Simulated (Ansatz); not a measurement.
**Effect of pressure 9 GPa on Ti**

The parent structure is Ti in the hcp (Mg type) structure (space group P6_3/mmc, No. 194; a = 2.901 Å, c = 4.591 Å).

One thing is altered: cell and atoms relaxed at a pressure of 9 GPa.

Calculations: PBEsol (Ansatz, a first-principles code), scalar-relativistic without spin-orbit coupling. Γ-centred 18×18×10 mesh, Fermi–Dirac width 0.05 eV.

The volume per atom falls by 1.085 Å³ to 15.64 Å³ and the density grows by 0.33 g/cm³ to 5.08 g/cm³. The lattice parameter a falls by 0.066 Å (2.901 Å → 2.835 Å) and the c/a ratio goes up by 0.004, from 1.582 to 1.586. The enthalpy H = E + PV relative to the base's energy amounts to +0.91 eV/atom and the band gap is still zero.

Load acts through the strain it causes; cell and atoms are relaxed under it. No phonon test of stability was made. Competing high-pressure phases were not computed. All final runs are without spin polarisation.
